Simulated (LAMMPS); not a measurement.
MD from the crystal across the composition of Ni (fcc) with a share x of Ni sites Pt; each row has its own temperature.

Model: classical MD, pair style eam, the elements' _u3.eam files (universal-3 set of Foiles, Baskes and Daw); code LAMMPS.

```json
[
 {"x": "0.25", "volume": "12.7296 ± 0.0004 Å³/atom", "state": "crystal; no diffusion seen in 30 ps", "enthalpy": "-4.4994 ± 0.0002 eV/atom", "T (K)": "1260"},
 {"x": "0.5", "volume": "13.7500 ± 0.0004 Å³/atom", "state": "crystal; no diffusion seen in 30 ps", "enthalpy": "-4.8327 ± 0.0003 eV/atom", "T (K)": "1320"},
 {"x": "0.75", "volume": "14.7221 ± 0.0005 Å³/atom", "state": "crystal; no diffusion seen in 30 ps", "enthalpy": "-5.1175 ± 0.0002 eV/atom", "T (K)": "1370"}
]
```

Caution: the random arrangement on this lattice is imposed, and need not be a phase that exists in equilibrium.

Caution: a run this short can hold a crystal over, or a liquid under, the potential's own melting point, which these runs don't give.

States go by the mean squared displacement: a species diffuses where it passes 1.5 Å², still rises and gives D over 1e-6 cm²/s; a crystal has left its structure where atoms lie 0.35 Å off their sites on average or a cubic box changes its shape by 3 %, or the axial ratios of another lie 8 % off the starting cell's, which the potential's own relaxation can also do.

Uncertainties are statistical and leave out the potential's own error.
